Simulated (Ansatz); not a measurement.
Ansatz (a first-principles code) run on Zr2Au (I4mm, 3 atoms in the cell): self-consistent single point.

Level of theory: PBEsol, default PAW files made with PBE (plane waves; Ansatz).

```xyz
3
Lattice="-1.6551 1.6551 5.8430 1.6551 -1.6551 5.8430 1.6551 1.6551 -5.8430" Properties=species:S:1:pos:R:3 pbc="T T T"
Zr     0.0000     0.0000     7.7592
Zr     0.0000     0.0000     3.9767
Au     0.0000     0.0000     0.0000
```

Reference input (self-consistent single point, DFT, PBEsol, plane waves, default PAW files made with PBE): basis.ecutwfc = 420 eV; kpoints.mp_grid.grid = 8 8 8; hamiltonian.xc = pbesol; hamiltonian.pseudopotentials = {kind: paw} (the program's default PAW files); scf.occupations.method = fermi_dirac; scf.occupations.width = 0.1 eV. This run's input differs from it in these lines:

Ansatz 0.2 input:
```diff
@@ -10,3 +10,3 @@
 basis:
-  ecutwfc: 420.0 eV
+  ecutwfc: 250.0 eV
 kpoints:
```

Output (repeated stretches shortened):

```
SCF iter   1: F=—  HF=-21264.076889 eV  |F-HF|=—  |Δ(HF+E_count)|=         —  Δρ=2.18e-2  dr2=1.60e-1  ethr=1.77e-3  ⟨swp⟩=3.6  Hψ=4939  notcnv=0
all-band conjugate gradients solve this SCF's bands
preconditioner: auto → Kerker (q_TF=auto, 2.553 Å⁻¹)
SCF iter   2: F=—  HF=-21264.025433 eV  |F-HF|=—  |Δ(HF+E_count)|=   5.15e-2  Δρ=8.87e-3  dr2=2.88e-2  ethr=3.72e-4  ⟨swp⟩=2.2  Hψ=3249  notcnv=0
SCF iter   3: F=—  HF=-21264.020459 eV  |F-HF|=—  |Δ(HF+E_count)|=   4.97e-3  Δρ=3.20e-3  dr2=6.80e-3  ethr=6.71e-5  ⟨swp⟩=2.1  Hψ=2634  notcnv=0
SCF iter   4: F=—  HF=-21264.019667 eV  |F-HF|=—  |Δ(HF+E_count)|=   7.92e-4  Δρ=4.23e-4  dr2=1.89e-4  ethr=1.58e-5  ⟨swp⟩=2.1  Hψ=2056  notcnv=0
SCF iter   5: F=—  HF=-21264.019633 eV  |F-HF|=—  |Δ(HF+E_count)|=   3.38e-5  Δρ=6.89e-5  dr2=6.70e-6  ethr=4.40e-7  ⟨swp⟩=2.0  Hψ=2749  notcnv=0
SCF iter   6: F=—  HF=-21264.019538 eV  |F-HF|=—  |Δ(HF+E_count)|=   9.54e-5  Δρ=1.75e-5  dr2=4.81e-7  ethr=1.56e-8  ⟨swp⟩=2.0  Hψ=1897  notcnv=0
SCF iter   7: F=-21264.019537 eV  HF=-21264.019537 eV  |F-HF|=6.84e-8  |Δ(HF+E_count)|=   6.45e-8  Δρ=6.65e-6  dr2=8.20e-8  ethr=2.33e-10  ⟨swp⟩=4.5  Hψ=5315  notcnv=0
SCF 1 converged in 7 iterations: F = -21264.019537 eV  dr2 = 8.20e-8
Free energy (F): -21264.019537 eV
Internal energy: -21263.962815 eV  (E = F + TS)
E sigma→0 (E₀):  -21263.991176 eV
Entropy (-TS):   -0.056723 eV (-18.908 meV/atom)
Fermi energy:    15.689324 eV
--- Forces (eV/Å), atoms counted from 1 ---
  atom   1  Zr     0.00000000     0.00000000    -0.47349762
  atom   2  Zr    -0.00000000    -0.00000000     0.40597793
  atom   3  Au     0.00000000     0.00000000     0.06697840
--- Stress (GPa, compression-positive) ---
       -5.896551       0.000000       0.000000
        0.000000      -5.896551       0.000000
        0.000000       0.000000      -5.534460
  P = ⅓ Tr σ = -5.7759 GPa (-57.759 kbar)
  The stress holds the Pulay correction. Without it, at fixed plane waves, as pw.x and ABINIT print it: P = -34.0538 GPa
```

The run converged in 7 iterations. Against the reference run the free energy rises by 545 meV/atom, the pressure goes from -4.83 to -5.78 GPa and the largest force goes from 0.408 to 0.473 eV/Å.

The starting cell comes from a database of computed structures (which also holds hypothetical and non-ambient phases and stackings), without a prior relaxation at this level. Its lattice was rescaled by up to half a per cent. One atom was moved a little off its site on purpose. Ansatz's pressure includes its estimate of the finite-basis (Pulay) stress. Without the estimate this run gives -34.05 GPa. The cutoff lies below the one recommended for these files.
